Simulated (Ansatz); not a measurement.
Consider a periodic stack without vacuum, bcc Mo (1 1 0) on zinc-blende GaAs (1 1 0) (film strained to the substrate, faces as cut): substrate slab As16Ga16, film Mo30, surface cells [[0, 2], [-1, 0]] and [[-4, -1], [-2, -2]], film strained by +4.9 and +4.9 %, faces AsGa/AsGa and Mo/Mo as cut (like faces can put a slab off its formula). Its start:

```yaml
crystal:
  lattice:
    - [8.12558, 0.00000, -0.02389]
    - [0.00000, 5.74566, -0.03237]
    - [0.93329, 1.27261, 26.79498]
  atoms:
    - { symbol: As, position: [0.09236, 0.62752, 0.02306] }
    - { symbol: As, position: [0.69708, 0.83096, 0.02520] }
    - { symbol: As, position: [0.86468, 0.19123, 0.11058] }
    - { symbol: As, position: [0.35514, 0.17564, 0.10584] }
    - { symbol: As, position: [0.59518, 0.67924, 0.18624] }
    - { symbol: As, position: [0.10067, 0.69360, 0.17966] }
    - { symbol: As, position: [0.33938, 0.18244, 0.25846] }
    - { symbol: As, position: [0.84433, 0.18293, 0.26096] }
    - { symbol: As, position: [0.08375, 0.67294, 0.33465] }
    - { symbol: As, position: [0.58603, 0.66762, 0.33527] }
    - { symbol: As, position: [0.82920, 0.15183, 0.41448] }
    - { symbol: As, position: [0.33016, 0.14916, 0.40976] }
    - { symbol: As, position: [0.57213, 0.62986, 0.48368] }
    - { symbol: As, position: [0.07242, 0.62340, 0.48627] }
    - { symbol: As, position: [0.33198, 0.14222, 0.56927] }
    - { symbol: As, position: [0.80257, 0.33174, 0.58875] }
    - { symbol: Ga, position: [0.61012, 0.94450, 0.11340] }
    - { symbol: Ga, position: [0.10415, 0.92427, 0.09815] }
    - { symbol: Ga, position: [0.74492, 0.33820, 0.02957] }
    - { symbol: Ga, position: [0.39767, 0.44188, 0.02859] }
    - { symbol: Ga, position: [0.09101, 0.92623, 0.25657] }
    - { symbol: Ga, position: [0.59214, 0.93619, 0.26025] }
    - { symbol: Ga, position: [0.34561, 0.43179, 0.17975] }
    - { symbol: Ga, position: [0.84951, 0.44025, 0.18297] }
    - { symbol: Ga, position: [0.58105, 0.90236, 0.41073] }
    - { symbol: Ga, position: [0.08108, 0.89929, 0.41278] }
    - { symbol: Ga, position: [0.83639, 0.41489, 0.33730] }
    - { symbol: Ga, position: [0.33184, 0.42016, 0.33464] }
    - { symbol: Ga, position: [0.10938, 0.76467, 0.57136] }
    - { symbol: Ga, position: [0.54363, 0.81022, 0.56529] }
    - { symbol: Ga, position: [0.32391, 0.37460, 0.48612] }
    - { symbol: Ga, position: [0.81962, 0.36915, 0.49331] }
    - { symbol: Mo, position: [0.97531, 0.53611, 0.65031] }
    - { symbol: Mo, position: [0.63569, 0.63230, 0.64858] }
    - { symbol: Mo, position: [0.95489, 0.02053, 0.64539] }
    - { symbol: Mo, position: [0.57825, 0.12782, 0.63881] }
    - { symbol: Mo, position: [0.28142, 0.36599, 0.64712] }
    - { symbol: Mo, position: [0.29793, 0.83935, 0.64568] }
    - { symbol: Mo, position: [0.78096, 0.83006, 0.71972] }
    - { symbol: Mo, position: [0.44927, 0.98773, 0.72300] }
    - { symbol: Mo, position: [0.77911, 0.31518, 0.71894] }
    - { symbol: Mo, position: [0.45303, 0.48305, 0.72285] }
    - { symbol: Mo, position: [0.11951, 0.66879, 0.72591] }
    - { symbol: Mo, position: [0.11374, 0.15837, 0.72188] }
    - { symbol: Mo, position: [0.61137, 0.14244, 0.80040] }
    - { symbol: Mo, position: [0.27294, 0.30822, 0.80109] }
    - { symbol: Mo, position: [0.61210, 0.64060, 0.80065] }
    - { symbol: Mo, position: [0.27759, 0.81319, 0.80213] }
    - { symbol: Mo, position: [0.93739, 0.98034, 0.80014] }
    - { symbol: Mo, position: [0.93598, 0.47703, 0.79932] }
    - { symbol: Mo, position: [0.43210, 0.45868, 0.87850] }
    - { symbol: Mo, position: [0.09844, 0.63623, 0.87760] }
    - { symbol: Mo, position: [0.43773, 0.96924, 0.87928] }
    - { symbol: Mo, position: [0.09457, 0.12899, 0.87912] }
    - { symbol: Mo, position: [0.76572, 0.29104, 0.88038] }
    - { symbol: Mo, position: [0.76833, 0.80093, 0.87982] }
    - { symbol: Mo, position: [0.26501, 0.78813, 0.95115] }
    - { symbol: Mo, position: [0.92543, 0.94768, 0.96080] }
    - { symbol: Mo, position: [0.24318, 0.29570, 0.95342] }
    - { symbol: Mo, position: [0.92875, 0.45606, 0.95226] }
    - { symbol: Mo, position: [0.58753, 0.61404, 0.95381] }
    - { symbol: Mo, position: [0.58400, 0.12789, 0.95828] }
```

The start was prepared with a machine-learned potential, and the result is one local minimum, with the in-plane cell held and forces under 0.04 eV/Å; the film can end far from its bulk form.

Method: PBE (plane waves to 420 eV, PAW; Ansatz, an electronic-structure program). Scalar-relativistic, without spin–orbit coupling; the runs are not spin-polarised; PBE gaps are too small against experiment. Its k-point mesh 3×5×1, Fermi–Dirac width 0.05 eV.

Question: Predict the relaxed interface.

Answer: The interface area comes out as 46.7 Å². The period is 27.10 Å and the gaps between the outermost planes at the two interfaces is 1.73 and 1.84 Å. The Ga–Mo contacts across the interfaces within 1.22 times the sum of covalent radii is 15, mean 2.83 Å. The As–Mo contacts across the interfaces within 1.22 times the sum of covalent radii is 12, mean 2.61 Å. The estimate of the barrier is withheld, since the Fermi level falls at or inside a band of the host, which a slab this thin can't settle.
